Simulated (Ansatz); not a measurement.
## VSi2, response to strain

The parent structure is VSi$_{2}$ (space group P6_222, No. 180; a = 4.5307 Å, c = 6.3246 Å; weakly magnetic (sensitive to the mesh)). Axes: x lies along a and z along c of the hexagonal cell.

Strains are applied to the cell and any free atomic positions relax; under stress the whole cell relaxes.

Calculations: r2SCAN (Ansatz, an electronic-structure program, PAW, scalar-relativistic without spin-orbit coupling).

Notes on the quantities. energy relative to the base: free energy F.

```csv
change,energy relative to the base,space group,volume per atom
base,0 meV/atom,P6_222 (No. 180),12.49 Å³
isotropic strain +2.51 %,+38 meV/atom,P6_222 (No. 180),13.46 Å³
"uniaxial stress, 2 GPa tension along z",+0.4 meV/atom,P6_222 (No. 180),12.53 Å³
tensor shear ε_xz = +0.30 %,+0.2 meV/atom,C2 (No. 5),12.49 Å³
```

The magnetic state is the one reached from the starting moments; the real material's order can differ, and small cells can't hold many antiferromagnetic ones. Without a gap, meshes like the base's 12×12×8 leave anisotropic stresses uncertain by several tenths of a GPa, and small strain energies with them. Stability under load was not tested beyond the relaxation. Starting moments died away, wholly or in part, for the base; another magnetic solution may exist.
